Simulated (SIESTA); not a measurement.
Worked example: self-consistent single point of CdHgSe2 (Pmm2, 4 atoms in the cell) in SIESTA.

Method of the run: SIESTA 5.4.2 with LDA PW92, numerical atomic orbitals DZP, PseudoDojo LDA standard norm-conserving potentials (rewritten from UPF to PSML).

```
CELL_PARAMETERS angstrom
      4.34241     0.00000     0.00000
      0.00000     4.34241     0.00000
      0.00000     0.00000     6.12844
ATOMIC_POSITIONS crystal
  Cd 0.50000 0.50000 0.50816
  Hg 0.00000 0.00000 0.00000
  Se 0.00000 0.50000 0.25301
  Se 0.50000 0.00000 0.74699
```

Reference input (self-consistent single point, DFT, LDA PW92, numerical atomic orbitals DZP, PseudoDojo LDA standard norm-conserving potentials (rewritten from UPF to PSML)): XC.functional = LDA; XC.authors = PW92; potentials = PseudoDojo LDA standard; PAO.BasisSize = DZP; PAO.EnergyShift = 0.01 Ry; MeshCutoff = 300 Ry; kgrid.MonkhorstPack = 6 6 4; OccupationFunction = MP; OccupationMPOrder = 0; ElectronicTemperature = 100 meV; MaxSCFIterations = 150; SCF.Mixer.Method = Broyden. This run's input differs from it in these lines:

```diff
@@ -31,8 +31,7 @@
 %block kgrid.MonkhorstPack
-    6   0   0  0.0
-    0   6   0  0.0
-    0   0   4  0.0
+   10   0   0  0.0
+    0  10   0  0.0
+    0   0   7  0.0
 %endblock kgrid.MonkhorstPack
-OccupationFunction           MP
-OccupationMPOrder            0
+OccupationFunction           FD
 ElectronicTemperature        100.0 meV
```

Output (repeated stretches shortened):

```
        iscf     Eharris(eV)        E_KS(eV)     FreeEng(eV)     dDmax    Ef(eV) dHmax(eV)
   scf:    1   -15767.722081   -15846.720559   -15846.815744  0.798819 -0.435649 48.568249
   scf:    2   -15915.773007   -15893.221718   -15893.223632  1.234752 -2.764463  9.545037
   scf:    3   -15896.965774   -15895.337577   -15895.339388  0.198650 -2.990489  4.494196
   scf:    4   -15896.066177   -15895.828147   -15895.829965  0.154901 -3.181258  0.822075
   scf:    5   -15895.836864   -15895.837499   -15895.839302  0.044361 -3.352373  0.308224
   [... 3 lines left out ...]
   scf:    9   -15895.841946   -15895.841946   -15895.843770  0.000299 -3.344013  0.001377
   scf:   10   -15895.841946   -15895.841946   -15895.843771  0.000081 -3.343910  0.001946
   scf:   11   -15895.841946   -15895.841946   -15895.843771  0.000056 -3.343945  0.001364
   scf:   12   -15895.841946   -15895.841946   -15895.843771  0.000043 -3.343972  0.000932
SCF Convergence by DM+H criterion
max |DM_out - DM_in|         :     0.0000427084
max |H_out - H_in|      (eV) :     0.0009321663
SCF cycle converged after 12 iterations

Using DM_out to compute the final energy and forces

siesta: E_KS(eV) =           -15895.8419

siesta: E_KS - E_eggbox =    -15895.8419

siesta: Atomic forces (eV/Ang):
     1   -0.000000    0.000000   -0.354411
     2    0.000000    0.000000    0.089977
     3   -0.000000   -0.000000   -0.037314
     4   -0.000000    0.000000    0.300274
   Tot   -0.000000    0.000000   -0.001475
   Max    0.354411
   Res    0.137010    sqrt( Sum f_i^2 / 3N )
   Max    0.354411    constrained

Stress tensor Voigt[x,y,z,yz,xz,xy] (kbar):       49.85       42.07       52.04        0.00       -0.00        0.00
(Free)E + p*V (eV/cell)   -15899.3050
   [... lines left out ...]
siesta: FreeEng =    -15895.843771
   [... lines left out ...]
siesta:     0.031116    0.000000   -0.000000
siesta:     0.000000    0.026257    0.000000
siesta:    -0.000000    0.000000    0.032483

siesta: Cell volume =        115.561102 Ang**3

siesta: Pressure (static):
siesta:                Solid            Molecule  Units
siesta:          -0.00032622         -0.00033302  Ry/Bohr**3
siesta:          -0.02995186         -0.03057621  eV/Ang**3
siesta:         -47.98816735        -48.98849281  kBar
```

The run converged in 12 iterations. Against the reference run the free energy goes down by 1.5 meV/atom, the pressure moves little (-4.78 to -4.80 GPa) and the largest force stays at 0.354 eV/Å.

The starting cell comes from a database of computed structures (which also holds hypothetical and non-ambient phases and stackings), without a prior relaxation at this level. Its lattice was rescaled by up to half a per cent. One atom was moved a little off its site on purpose. Values carry the incompleteness of an atom-centred basis. With a pressure of about -5 GPa the cell is away from its equilibrium volume at this level. The run gives no clean gap (levels at the Fermi energy touch, overlap or are partly filled at this smearing), which alone does not show that the compound is a metal.

Cost on one core of a shared machine: roughly 30 s.
